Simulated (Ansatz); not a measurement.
For Se (model structure, started from the diamond type, Fd-3m, No. 227, 2 atoms in the cell), PBEsol in Ansatz (plane waves, PAW) gives:

| Quantity | Value |
|---|---|
| equilibrium lattice constant a | 6.223 Å |
| cohesive energy | 2.47 eV/atom |

Task: What does r²SCAN+rVV10 (Ansatz, a first-principles code, plane waves, PAW) give for the same quantities?

Result: 
- lattice constant a: 6.255 Å (increases by 0.5 %)
- cohesive energy: 2.02 eV/atom (decreases by 0.45 eV/atom)

Changes are worked out from the printed values.

Unless a cell is named, each level is at its own relaxed cell (PBEsol 30.12, r²SCAN+rVV10 30.59 Å³/atom).

Ansatz's density-functional and Hartree–Fock values are scalar-relativistic unless marked +SOC, with PAW data made under PBE.

A model structure was made by putting elements into a prototype or built by hand; it is no filed structure, need not be a known phase, and can be a saddle point held by its symmetry.
